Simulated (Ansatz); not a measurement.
rutile-type MgF2 (1 0 0) on 3C silicon carbide (0 0 1) (film strained to the substrate, started from cuts of the bulks and a machine-learned relaxation; metallic at this level, with no gap by band count)

A periodic stack without vacuum, rutile-type MgF2 (1 0 0) on 3C silicon carbide (0 0 1) (film strained to the substrate, started from cuts of the bulks and a machine-learned relaxation; metallic at this level, with no gap by band count): substrate slab C18Si15, film Mg12F24, surface cells [[-3, 0], [-1, -1]] and [[2, 0], [0, 1]], film strained by -1.1 and +0.1 %, outermost planes C/C and F/F as cut, which need not be the usual terminations and can put a slab off its formula.

The start was prepared with a machine-learned potential, and the result is one local minimum, with the in-plane cell held and forces under 0.04 eV/Å; the film can end far from its bulk form.

Method: PBE (plane waves to 420 eV, PAW; Ansatz, a quantum-chemistry and plane-wave program). Scalar-relativistic, without spin–orbit coupling; PBE gaps are too small against experiment. Its k-point mesh 3×7×1, Fermi–Dirac width 0.05 eV.

| Item | Value |
|---|---|
| interface area | 28.8 Å² |
| period | 27.11 Å |
| gaps between the outermost planes at the two interfaces | 1.18 and 1.00 Å |
| C–Mg contacts across the interfaces within 1.22 times the sum of covalent radii | 4, mean 2.30 Å |
| C–F contacts across the interfaces within 1.22 times the sum of covalent radii | 1, mean 1.33 Å |
| spin-polarised check at this geometry | keeps a moment, energy -0.04 eV |
| slope of the mean potential energy in the substrate | +1.6 MV/cm × e |

```yaml
crystal:
  lattice:
    - [9.29047, 0.00057, 0.32660]
    - [-0.00132, 3.09699, 0.02928]
    - [1.19794, -0.26417, 27.16315]
  atoms:
    - { symbol: C, position: [0.71967, 0.50201, 0.09661] }
    - { symbol: C, position: [0.37286, 0.50215, 0.09319] }
    - { symbol: C, position: [0.04673, 0.50210, 0.10763] }
    - { symbol: C, position: [0.53851, 0.00168, 0.02148] }
    - { symbol: C, position: [0.12047, 0.00179, 0.03168] }
    - { symbol: C, position: [0.97543, 0.00182, 0.02899] }
    - { symbol: C, position: [0.67331, 0.50254, 0.26027] }
    - { symbol: C, position: [0.34621, 0.50251, 0.26116] }
    - { symbol: C, position: [0.01229, 0.50250, 0.26050] }
    - { symbol: C, position: [0.52786, 0.00230, 0.17657] }
    - { symbol: C, position: [0.20155, 0.00233, 0.18127] }
    - { symbol: C, position: [0.85815, 0.00229, 0.18193] }
    - { symbol: C, position: [0.64221, 0.50325, 0.41668] }
    - { symbol: C, position: [0.30786, 0.50213, 0.42240] }
    - { symbol: C, position: [0.97076, 0.50228, 0.42053] }
    - { symbol: C, position: [0.49221, 0.00279, 0.34142] }
    - { symbol: C, position: [0.15930, 0.00251, 0.34221] }
    - { symbol: C, position: [0.82485, 0.00279, 0.33938] }
    - { symbol: Si, position: [0.70831, 0.00214, 0.13814] }
    - { symbol: Si, position: [0.36861, 0.00223, 0.13603] }
    - { symbol: Si, position: [0.03839, 0.00219, 0.14475] }
    - { symbol: Si, position: [0.90328, 0.50189, 0.06208] }
    - { symbol: Si, position: [0.56443, 0.50178, 0.05473] }
    - { symbol: Si, position: [0.20688, 0.50190, 0.05555] }
    - { symbol: Si, position: [0.66526, 0.00265, 0.30052] }
    - { symbol: Si, position: [0.33474, 0.00263, 0.30172] }
    - { symbol: Si, position: [0.00392, 0.00262, 0.30107] }
    - { symbol: Si, position: [0.85058, 0.50240, 0.22146] }
    - { symbol: Si, position: [0.51841, 0.50241, 0.21856] }
    - { symbol: Si, position: [0.19069, 0.50244, 0.22110] }
    - { symbol: Si, position: [0.82371, 0.50294, 0.38044] }
    - { symbol: Si, position: [0.47411, 0.50296, 0.38243] }
    - { symbol: Si, position: [0.14909, 0.50265, 0.38481] }
    - { symbol: Mg, position: [0.97485, 0.00013, 0.60313] }
    - { symbol: Mg, position: [0.49526, 0.99974, 0.59646] }
    - { symbol: Mg, position: [0.27482, 0.49984, 0.50550] }
    - { symbol: Mg, position: [0.96175, 0.49953, 0.50130] }
    - { symbol: F, position: [0.12575, 0.00092, 0.49348] }
    - { symbol: F, position: [0.63520, 0.50298, 0.46585] }
    - { symbol: F, position: [0.36751, 0.49993, 0.62968] }
    - { symbol: F, position: [0.86712, 0.50012, 0.63350] }
    - { symbol: F, position: [0.08212, 0.50028, 0.56699] }
    - { symbol: F, position: [0.59366, 0.49967, 0.56874] }
    - { symbol: F, position: [0.36474, 0.99992, 0.53594] }
    - { symbol: F, position: [0.87174, 0.99973, 0.53736] }
    - { symbol: Mg, position: [0.94739, 0.00028, 0.77376] }
    - { symbol: Mg, position: [0.43598, 0.00027, 0.77441] }
    - { symbol: Mg, position: [0.21596, 0.50006, 0.68517] }
    - { symbol: Mg, position: [0.70611, 0.50004, 0.68835] }
    - { symbol: F, position: [0.11495, 0.00003, 0.65402] }
    - { symbol: F, position: [0.61404, 0.99996, 0.65649] }
    - { symbol: F, position: [0.32985, 0.50038, 0.80936] }
    - { symbol: F, position: [0.83657, 0.50038, 0.80615] }
    - { symbol: F, position: [0.05578, 0.50020, 0.74095] }
    - { symbol: F, position: [0.54601, 0.50020, 0.74229] }
    - { symbol: F, position: [0.30491, 0.00014, 0.71974] }
    - { symbol: F, position: [0.80602, 0.00015, 0.72074] }
    - { symbol: Mg, position: [0.88351, 0.00101, 0.94663] }
    - { symbol: Mg, position: [0.42015, 0.00115, 0.94979] }
    - { symbol: Mg, position: [0.17268, 0.50070, 0.86496] }
    - { symbol: Mg, position: [0.67177, 0.50063, 0.85766] }
    - { symbol: F, position: [0.07816, 0.00053, 0.83121] }
    - { symbol: F, position: [0.57651, 0.00052, 0.82655] }
    - { symbol: F, position: [0.31306, 0.50133, 0.98462] }
    - { symbol: F, position: [0.77278, 0.50113, 0.97724] }
    - { symbol: F, position: [0.00869, 0.50093, 0.91968] }
    - { symbol: F, position: [0.51826, 0.50100, 0.91409] }
    - { symbol: F, position: [0.26730, 0.00082, 0.89869] }
    - { symbol: F, position: [0.76622, 0.00075, 0.89007] }
```
